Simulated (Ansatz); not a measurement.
The starting structures come from a database of crystals and need not be the phases stable at ambient conditions.

By PBEsol, the system below comes out a metal.

The ballistic (Sharvin) conductance counts the channels at the Fermi level: G/A = (e²/h) × channels of both spins per area.

Consider the following.

```
CELL_PARAMETERS angstrom
      4.24003     0.00000     0.00000
      0.00000     4.24003     0.00000
      0.00000     0.00000     4.24003
ATOMIC_POSITIONS crystal
  Y  0.00000 0.00000 0.00000
  Al 0.00000 0.50000 0.50000
  Al 0.50000 0.00000 0.50000
  Al 0.50000 0.50000 0.00000
```

Space group of this cell: Pm-3m, Cu3Au type. The cell is taken as given; by PBEsol its mean pressure is -1.1 GPa.

The current flows along the normal of the first two printed cell vectors, the (001) plane of the conventional cell. No spin-orbit coupling; the value is a mean over 0.1 eV about the Fermi level.

Problem. Give the ballistic conductance per area that PBEsol (Ansatz, an electronic-structure program) yields.

Solution. 0.56 × 10¹⁵ S/m² for both spins.
